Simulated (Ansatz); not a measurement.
# What Au → Ag does to Au

The reference is Au in the fcc (Cu type) structure (space group Fm-3m, No. 225; a = 4.124 Å).

It is then changed as follows: every Au is replaced by Ag, then cell and atoms are relaxed.

All numbers come from r2SCAN in Ansatz (plane waves to 500 eV, PAW, no spin-orbit coupling), earlier PAW set. Settings: 19×19×19 k-points, 0.05 eV Fermi–Dirac smearing.

```yaml
volume_per_atom: 17.30 Å³ (base 17.53 Å³)
lattice_parameter_a: 410.6 pm (base 412.4 pm)
space_group: Fm-3m (No. 225) (base Fm-3m (No. 225))
shortest_interatomic_distance: 290.3 pm (base 291.6 pm)
band_gap: zero (base zero)
```

Stability against distortions was not tested.

Ansatz is an electronic-structure program.
